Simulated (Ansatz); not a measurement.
## rock-salt NbN (0 0 1) on zinc-blende InAs (0 0 1) (film strained to the substrate, started from cuts of the bulks and a machine-learned relaxation; slabs As5In6 and N12Nb12, which can lie off the formulas)

A periodic stack without vacuum, rock-salt NbN (0 0 1) on zinc-blende InAs (0 0 1) (film strained to the substrate, started from cuts of the bulks and a machine-learned relaxation; slabs As5In6 and N12Nb12, which can lie off the formulas): substrate slab As5In6, film N12Nb12, surface cells [[1, 0], [1, 1]] and [[0, -1], [2, 1]], film strained by -1.1 and -1.1 %, outermost planes In/In and NNb/NNb as cut, which need not be the usual terminations and can put a slab off its formula.

The start was prepared with a machine-learned potential, and the result is one local minimum, with the in-plane cell held and forces under 0.04 eV/Å; the film can end far from its bulk form.

Level of theory: PBE (plane waves to 420 eV, PAW; Ansatz, a quantum-chemistry and plane-wave program). No spin–orbit coupling; the runs are not spin-polarised; PBE gaps are too small against experiment. Its k-point mesh 7×7×1, Fermi–Dirac width 0.05 eV.

| Item | Value |
|---|---|
| interface area | 19.1 Å² |
| period | 32.04 Å |
| heights between the nearest atoms of the two slabs at the two interfaces | 2.67 and 2.72 Å |
| In–Nb contacts across the interfaces within 1.22 times the sum of covalent radii | 2, mean 2.95 Å |

```yaml
crystal:
  lattice:
    - [4.37182, 0.00082, 0.13609]
    - [0.00072, 4.37366, -0.04950]
    - [0.63730, -0.36417, 32.08584]
  atoms:
    - { symbol: As, position: [0.04183, 0.64283, 0.09097] }
    - { symbol: As, position: [0.96705, 0.66878, 0.28584] }
    - { symbol: As, position: [0.50332, 0.15074, 0.18925] }
    - { symbol: As, position: [0.88473, 0.70664, 0.48097] }
    - { symbol: As, position: [0.43401, 0.18393, 0.38240] }
    - { symbol: In, position: [0.02201, 0.15168, 0.14099] }
    - { symbol: In, position: [0.55927, 0.45541, 0.04652] }
    - { symbol: In, position: [0.95145, 0.17666, 0.33414] }
    - { symbol: In, position: [0.48514, 0.65866, 0.23757] }
    - { symbol: In, position: [0.08870, 0.21327, 0.52181] }
    - { symbol: In, position: [0.40156, 0.69207, 0.43068] }
    - { symbol: N, position: [0.21719, 0.25746, 0.68100] }
    - { symbol: N, position: [0.69235, 0.72959, 0.68003] }
    - { symbol: N, position: [0.72854, 0.23277, 0.60509] }
    - { symbol: N, position: [0.23532, 0.72985, 0.60563] }
    - { symbol: N, position: [0.16442, 0.25839, 0.82094] }
    - { symbol: N, position: [0.63785, 0.77972, 0.82097] }
    - { symbol: N, position: [0.66993, 0.24105, 0.74569] }
    - { symbol: N, position: [0.19571, 0.77156, 0.74610] }
    - { symbol: N, position: [0.09957, 0.29080, 0.96128] }
    - { symbol: N, position: [0.59599, 0.79672, 0.96152] }
    - { symbol: N, position: [0.61735, 0.26689, 0.88579] }
    - { symbol: N, position: [0.14082, 0.79651, 0.88682] }
    - { symbol: Nb, position: [0.72004, 0.22914, 0.67541] }
    - { symbol: Nb, position: [0.19463, 0.75618, 0.67561] }
    - { symbol: Nb, position: [0.22796, 0.23038, 0.61067] }
    - { symbol: Nb, position: [0.73181, 0.73406, 0.61346] }
    - { symbol: Nb, position: [0.66786, 0.27928, 0.81510] }
    - { symbol: Nb, position: [0.13873, 0.75678, 0.81466] }
    - { symbol: Nb, position: [0.16598, 0.27430, 0.75181] }
    - { symbol: Nb, position: [0.69397, 0.74075, 0.75236] }
    - { symbol: Nb, position: [0.60194, 0.29460, 0.95625] }
    - { symbol: Nb, position: [0.09842, 0.78950, 0.95316] }
    - { symbol: Nb, position: [0.11450, 0.29666, 0.89111] }
    - { symbol: Nb, position: [0.63864, 0.76639, 0.89123] }
```
